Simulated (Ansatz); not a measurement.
**Step by step: formation energy of the neutral Mg_i in Si (diamond, Fd-3m)**

Consider the formation energy of the neutral Mg_i in Si (diamond, Fd-3m). Reaction: Mg (hcp) + 216 Si (diamond) → cell A.

A: a supercell of 216 sites of Si (diamond, Fd-3m) with Mg off the lattice sites (10 Si at 2.51–2.78 Å); spin state with PBE: run without spin.

Setting: static, neutral cells in Ansatz (PAW) whose structures rest at the PBE level. Ansatz (a program for electronic structure) runs with its default PAW set. Other levels take these structures. The lattices are those relaxed with PBE, so at other levels the solids can be strained. Larger cells are relaxed from a start prepared with the learned potential CHGNet till forces fall under 0.03 eV/Å, which some starts already meet. A dispersion term (D3(BJ), or D4 for r2SCAN) was computed beside these levels and is taken off wherever the name lacks it. Mesh and cell size may move defect energies by 0.1 eV or more.

Total energies of the cells in eV, at zero smearing width. They compare only within one column; the weights balance every element.

```
cell          atoms  weight         r2SCAN
------------  -----  ------  -------------
A: Si:Mg_i      217      +1  -139959.41377
Mg (hcp)          2    −1/2    -3852.81142
Si (diamond)    216      −1  -138035.24749
```

r2SCAN: (-139959.41377) − 1/2 × (-3852.81142) − (-138035.24749) = 2.239 eV.

What follows from the r2SCAN value: With the reservoirs of the reaction as written, and without entropy terms or charged states, the share of sites that hold the defect in equilibrium is exp(−2.24 eV/k_BT) = 5.1×10^-12 at 1000 K.
